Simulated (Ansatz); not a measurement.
## Convergence study of the plane-wave cutoff for HgTe (C2, 6 atoms in the cell)

```
CELL_PARAMETERS angstrom
      4.64894     0.00000     0.00000
     -2.32447     4.02610     0.00000
      0.00000     0.00000    10.37678
ATOMIC_POSITIONS crystal
  Hg 0.68832 0.68832 0.00000
  Hg 0.32244 0.00000 0.66667
  Hg 0.00000 0.31168 0.33333
  Te 0.51372 0.51372 0.50000
  Te 0.48628 0.00000 0.16667
  Te 0.00000 0.48628 0.83333
```

Computed with LDA (PW92), default PAW files made with PBE (plane waves; Ansatz, a quantum-chemistry and plane-wave program).

Base settings: basis.ecutwfc = 30.9 Ry; kpoints.mp_grid.grid = 4 4 1; hamiltonian.xc = lda; hamiltonian.pseudopotentials = {kind: paw} (the program's default PAW files); scf.occupations.method = fermi_dirac; scf.occupations.width = 0.0015 Ry.

The second cell is the first with its lattice scaled by 0.98.

The mesh stays at the base's, so the ladder's end is converged at best in this setting alone.

The first pressure column holds Ansatz's estimate of the finite-basis (Pulay) stress, which hides part of the cutoff error; the other is without it.

Only quantities that move along the ladder and can be compared are tabulated; the gap is left out on so coarse a mesh.

The count of work is k-points × plane waves × bands × iterations; it is no time. 

The starting cell comes from a database of computed structures (which also holds hypothetical and non-ambient phases and stackings), without a prior relaxation at this level. Its lattice was rescaled by up to half a per cent. One atom was moved a little off its site on purpose.

| basis.ecutwfc | free energy less the last step's (meV/atom) | energy of the compressed cell less the first (meV/atom) | pressure (GPa) | pressure without the Pulay estimate (GPa) | largest difference of a force vector from the last step's (eV/Å) | count of work / last |
|---|---|---|---|---|---|---|
| 10.7 Ry | 63768.50 | 1478.79 | 0.02 | -1054.36 | 1.543 | 0.071 |
| 12.5 Ry | 27076.09 | -52.77 | -2.70 | -552.84 | 0.432 | 0.086 |
| 14 Ry | 12929.55 | -255.77 | -2.44 | -309.71 | 0.198 | 0.095 |
| 15.4 Ry | 6226.73 | -159.46 | -4.20 | -172.82 | 0.155 | 0.097 |
| 16.9 Ry | 2707.17 | -4.33 | -3.13 | -88.46 | 0.109 | 0.11 |
| 18.4 Ry | 1109.73 | -34.13 | -2.49 | -43.53 | 0.033 | 0.12 |
| 21.7 Ry | 121.50 | -14.74 | -2.50 | -8.96 | 0.026 | 0.16 |
| 24.6 Ry | 11.49 | -14.75 | -2.56 | -3.32 | 0.004 | 0.19 |
| 27.9 Ry | 2.56 | -15.58 | -2.59 | -2.62 | 0.001 | 0.24 |
| 30.9 Ry | 1.75 | -15.61 | -2.59 | -2.62 | 0.001 | 0.27 |
| 33.8 Ry | 0.90 | -15.62 | -2.59 | -2.61 | 0.001 | 0.31 |
| 37.1 Ry | 0.49 | -15.64 | -2.59 | -2.60 | 0.000 | 0.36 |
| 41.5 Ry | 0.32 | -15.65 | -2.59 | -2.60 | 0.000 | 0.42 |
| 46.3 Ry | 0.15 | -15.65 | -2.59 | -2.60 | 0.000 | 0.50 |
| 54 Ry | 0.07 | -15.65 | -2.59 | -2.59 | 0.000 | 0.62 |
| 61.7 Ry | 0.03 | -15.65 | -2.59 | -2.59 | 0.000 | 0.75 |
| 74.2 Ry | 0.00 | -15.65 | -2.59 | -2.59 | 0.000 | 1.0 |

Coarsest basis.ecutwfc that holds the energy of the compressed cell less the first within 1 meV/atom of the last step, with all finer ones: 21.7 Ry, at 0.16 of the last step's count of work; the step before is off by 18 meV/atom.

Coarsest basis.ecutwfc that holds the forces within 0.005 eV/Å of the last step, with all finer ones: 24.6 Ry, at 0.19 of the last step's count of work; the step before is off by 0.026 eV/Å.

Coarsest basis.ecutwfc that holds the free energy within 1 meV/atom of the last step, with all finer ones: 33.8 Ry, at 0.31 of the last step's count of work; the step before is off by 1.7 meV/atom.

The energy difference between the two cells stays within 1 meV/atom of the last step's from 21.7 Ry on, the total only from 33.8 Ry on: much of the error is common to both cells and cancels.

Two neighbours can agree and both be off: 21.7 Ry and 24.6 Ry differ by 0.02 meV/atom in the energy of the compressed cell less the first, yet lie about 0.90 meV/atom from the last step.

At the lowest cutoff the pressure without the Pulay estimate lies 1050 GPa under the last step's, the usual sign of Pulay stress in an incomplete plane-wave basis.

Keys are those of Ansatz 0.2.
